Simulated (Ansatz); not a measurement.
CsCl-type DyRh

Computed with LDA in Ansatz (plane waves, PAW).

Run with plane-wave cutoff 500 eV, 16×16×16 k mesh, Fermi–Dirac smearing 0.1 eV, spin-polarised start, scalar-relativistic PAW data made under PBE.

Cell: relaxed at this level.

For CsCl-type DyRh, the volume per atom is 18.27 Å³/atom, the lattice parameter a is 3.318 Å and the band gap comes out as zero (no gap).

Note: the magnetic order was assumed, not searched for or taken from measurement; the 4f shell is treated without U or exact exchange, so its levels and filling can be wrong; the volume lies 7 % below that of the published cell.

Spin–orbit coupling is not included.

Computed values are for the static lattice.

Cost on a shared machine: about 5 core-minutes (a rough figure).

Ansatz is a program for electronic structure.
